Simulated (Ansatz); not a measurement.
**HgTe, point defects**

The parent structure is a 16-atom supercell of HgTe in the zinc blende structure (space group F-43m, No. 216) at its relaxed geometry.

```xyz
16
Lattice="0.0000 6.6507 6.6507 6.6507 0.0000 6.6507 6.6507 6.6507 0.0000" Properties=species:S:1:pos:R:3 pbc="T T T"
Te     4.9880     4.9880     4.9880
Te     8.3134     8.3134     4.9880
Te     8.3134     4.9880     8.3134
Te    11.6387     8.3134     8.3134
Te     4.9880     8.3134     8.3134
Te     8.3134    11.6387     8.3134
Te     8.3134     8.3134    11.6387
Te    11.6387    11.6387    11.6387
Hg     0.0000     0.0000     0.0000
Hg     3.3253     3.3253     0.0000
Hg     3.3253     0.0000     3.3253
Hg     6.6507     3.3253     3.3253
Hg     0.0000     3.3253     3.3253
Hg     3.3253     6.6507     3.3253
Hg     3.3253     3.3253     6.6507
Hg     6.6507     6.6507     6.6507
```

One neutral defect a cell, atoms relaxed at fixed cell.

Method: DFT with PBE, PAW potentials and a 420 eV plane-wave cutoff in Ansatz (a first-principles code), spin-orbit coupling left out, earlier PAW set.

| change | largest displacement of a host atom from its site in the perfect cell | pressure |
|---|---|---|
| perfect supercell | – | 0.0 GPa |
| Te vacancy, symmetric start | 0.04 Å | 0.2 GPa |
| Ni on a Te site, symmetric start | 0.25 Å | -1.2 GPa |
| Hg vacancy | 0.18 Å | -1.7 GPa |
| Sb on a Te site | 0.11 Å | -0.2 GPa |

The magnetic state is the one reached from the starting moments; the real material's order can differ, and small cells can't hold many antiferromagnetic ones. The cell is small, so the values are those of an ordered compound at a high defect concentration; dilute-limit values will differ. Defects with a symmetric start kept the site's symmetry and may sit on a saddle; the others started slightly shaken. Seeded moments were not kept for Ni on a Te site. Spin-polarised in the final run: Ni on a Te site; the other runs are not.
